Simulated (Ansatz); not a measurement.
**PbAu₂ in the cubic Laves (MgCu2 type) structure (space group Fd-3m, No. 227)**

```
CELL_PARAMETERS angstrom
      0.00000     3.97636     3.97636
      3.97636     0.00000     3.97636
      3.97636     3.97636     0.00000
ATOMIC_POSITIONS crystal
  Pb 0.25000 0.25000 0.25000
  Pb 0.00000 0.00000 0.00000
  Au 0.62500 0.62500 0.12500
  Au 0.62500 0.12500 0.62500
  Au 0.62500 0.62500 0.62500
  Au 0.12500 0.62500 0.62500
```

Method: PBEsol (Ansatz, a program for electronic structure; PAW; 420 eV plane waves; no spin-orbit coupling). k-mesh 10×10×10 (Γ-centred); smearing 0.05 eV (Fermi–Dirac).

| Quantity | Value |
|---|---|
| Volume per atom | 20.96 Å³ |
| Density | 15.88 g/cm³ |
| Band gap | zero |
| Total energy | -12589.770 eV/atom (σ→0; compares only within this code and set-up) |

Spin-orbit coupling, missing from the scalar runs, can matter with Au and Pb. No phonon test of stability was made.
